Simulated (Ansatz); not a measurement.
**Response to strain in Cu**

Consider Cu in the fcc (Cu type) structure (space group Fm-3m, No. 225; a = 3.518 Å; relaxed with 0.1 eV smearing). Axes: x, y, z lie along the cube axes.

Strains are applied to the cell and any free atomic positions relax; under biaxial strain the out-of-plane vector relaxes too.

Method: DFT with LDA, PAW potentials and a 420 eV plane-wave cutoff in Ansatz (a quantum-chemistry and plane-wave program), no spin-orbit coupling.

Notes on the quantities. energy relative to the base: free energy F.

```json
[
 {"change": "base", "out-of-plane strain": "–", "energy relative to the base": "0 meV/atom"},
 {"change": "biaxial strain −2.50 %, plane normal [111], relaxed out of plane", "out-of-plane strain": "+1.89 %", "energy relative to the base": "+17 meV/atom"},
 {"change": "biaxial strain −1.67 %, plane normal [111], relaxed out of plane", "out-of-plane strain": "+1.25 %", "energy relative to the base": "+7.2 meV/atom"},
 {"change": "biaxial strain −1.25 %, plane normal [111], relaxed out of plane", "out-of-plane strain": "+0.94 %", "energy relative to the base": "+4.0 meV/atom"},
 {"change": "biaxial strain −0.83 %, plane normal [111], relaxed out of plane", "out-of-plane strain": "+0.62 %", "energy relative to the base": "+1.7 meV/atom"},
 {"change": "biaxial strain −0.42 %, plane normal [111], relaxed out of plane", "out-of-plane strain": "+0.31 %", "energy relative to the base": "+0.4 meV/atom"},
 {"change": "biaxial strain +0.42 %, plane normal [111], relaxed out of plane", "out-of-plane strain": "-0.32 %", "energy relative to the base": "+0.4 meV/atom"},
 {"change": "biaxial strain +0.83 %, plane normal [111], relaxed out of plane", "out-of-plane strain": "-0.62 %", "energy relative to the base": "+1.6 meV/atom"},
 {"change": "biaxial strain +1.25 %, plane normal [111], relaxed out of plane", "out-of-plane strain": "-0.94 %", "energy relative to the base": "+3.6 meV/atom"},
 {"change": "biaxial strain +2.08 %, plane normal [111], relaxed out of plane", "out-of-plane strain": "-1.58 %", "energy relative to the base": "+9.5 meV/atom"}
]
```

Whether these cells are dynamically stable was not tested. The final runs are not spin-polarised.
